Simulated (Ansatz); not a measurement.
System: fluorite AuAl2. Method: PBE0-D3(BJ) in Ansatz (plane waves, PAW).

Numerical settings: plane-wave cutoff 460 eV, 8×8×8 k mesh, Fermi–Dirac smearing 0.05 eV, scalar-relativistic PAW data made under PBE.

Energies at three volumes about the minimum:

| V (Å³/atom) | E − E_lowest (meV/atom) |
|---|---|
| 16.973 | 6.46 |
| 17.408 | 0.00 |
| 17.843 | 2.50 |

Problem. Fit a parabola by hand: where is the minimum, what lattice constant follows, and what is the bulk modulus?

Solution. Slopes: (0.00 − 6.46)/(17.408 − 16.973) = -14.851 and (2.50 − 0.00)/(17.843 − 17.408) = 5.747 meV/Å³. Curvature E″ = 2 × (5.747 − (-14.851))/(17.843 − 16.973) = 47.352 meV/Å⁶. From the middle of the first interval, the slope vanishes at V0 = 17.1905 − (-14.851)/47.352 = 17.504 Å³/atom. B = V0 E″ = 17.504 × 47.352 meV/Å³ × 0.1602 GPa per meV/Å³ = 133 GPa. With 12 atoms in the cube, a = (12 × 17.504)^(1/3) = 5.944 Å. The full Birch–Murnaghan fit to all volumes gives V0 = 17.495 Å³/atom and B0 = 129 GPa.

Ansatz is a first-principles code.
